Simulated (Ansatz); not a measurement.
System: GaP (model structure, started from the NiAs type, P6₃/mmc, No. 194, 4 atoms in the cell). Method: r²SCAN (plane waves, PAW; Ansatz, an electronic-structure program).

Numerical settings: plane-wave cutoff 560 eV, 18×18×12 k mesh (along the axes of the cell as run), Fermi–Dirac smearing 0.05 eV, scalar-relativistic PAW data made under PBE.

Cell (relaxed at this level):

```cif
data_Ga2P2
_chemical_formula_sum 'Ga2 P2'
_space_group_name_H-M_alt 'P 1'
_space_group_IT_number 1
_cell_length_a 3.59511
_cell_length_b 3.59511
_cell_length_c 6.04126
_cell_angle_alpha 90.000
_cell_angle_beta 90.000
_cell_angle_gamma 120.000
loop_
_space_group_symop_operation_xyz
  'x, y, z'
loop_
_atom_site_label
_atom_site_type_symbol
_atom_site_fract_x
_atom_site_fract_y
_atom_site_fract_z
_atom_site_occupancy
Ga1 Ga 0.00000 0.00000 0.00000 1
Ga2 Ga 0.00000 0.00000 0.50000 1
P1 P 0.33333 0.66667 0.25000 1
P2 P 0.66667 0.33333 0.75000 1
```

Task: Predict the bulk modulus B0.

Result: 
- bulk modulus B0: 96.8 GPa

The run finds no gap.

Note: the bulk modulus is −V dP/dV from two relaxed cells at ±2 % in volume; the relaxation could raise the start's symmetry but not lower it, so the cell can be a saddle point.

Static lattice: no zero-point or thermal effects.

Computing time: about 5 core-minutes (a rough figure).

A model structure was made by putting elements into a prototype or built by hand; it is no filed structure, need not be a known phase, and can be a saddle point held by its symmetry.
